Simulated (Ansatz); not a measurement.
Take TeS$_{2}$ in the CdI2 type structure (space group P-3m1, No. 164; a = 3.795 Å, c = 5.901 Å; a hypothetical phase, not in the database extracts checked; layered, stacked along the Cartesian z axis) as the base.

All numbers come from r2SCAN+rVV10 (Ansatz, a quantum-chemistry and plane-wave program, PAW, no spin-orbit coupling).

Free-standing slabs (3 atom(s) a layer) normal to the stacking axis with 15 Å of vacuum; in-plane cell relaxed.

One change was made to it. Results:

The electron mass (in plane) is 0.15 mₑ (at Γ); the gap character is indirect, K–Γ (64 % along) → Γ; the band gap increases by 0.39 eV to 0.76 eV; the smallest direct gap grows by 0.94 eV, from 0.54 eV to 1.48 eV; the excess energy per area of both faces (slab less bulk energy over the cell's area: twice a surface energy) is 0.29 J/m².

Problem. Name the change that was made.
A. 2 layers
B. 3 layers
C. 4 layers
D. 1 layer

Solution. D, 1 layer. For comparison, the band gap in the other runs: 4 layers gives 0.51 eV; 3 layers gives 0.57 eV; 2 layers gives 0.67 eV.

Slab and bulk use different k-meshes, which limits the precision of the excess energy. With Te present, leaving out spin-orbit coupling can change the band edges. Effective masses come from finite differences of ±0.01 Å⁻¹. No phonon test of stability was made.
